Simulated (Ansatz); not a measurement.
Density of states of MgO (Fm-3m) above the conduction band minimum, r2SCAN, rigid bands in Ansatz (a first-principles code); cell volume 18.6 Å³.

(energy from edge (eV), 10⁻³ states/eV/cell): (0.006, 2.25); (0.031, 5.03); (0.056, 6.89); (0.081, 8.30); (0.106, 9.65); (0.131, 10.8); (0.156, 11.9); (0.181, 13.0); (0.206, 14.1); (0.231, 14.9); (0.256, 15.9); (0.281, 17.0); (0.319, 18.3); (0.344, 19.2); (0.369, 20.1); (0.394, 21.2); (0.419, 22.0); (0.444, 23.1); (0.469, 23.9); (0.494, 25.0); (0.519, 25.8); (0.544, 26.9); (0.569, 27.6); (0.594, 28.6)

Q: What effective density of states at 300 K does this give (∫ g(E) exp(−E/k_BT) dE, both spins, divided by the cell's size)?

A: 5.8e18 cm⁻³, a density-of-states mass of 0.38 mₑ, valleys and band degeneracy included.

Spin-orbit coupling is left out. Geometry: cell and atoms relaxed with r2SCAN.
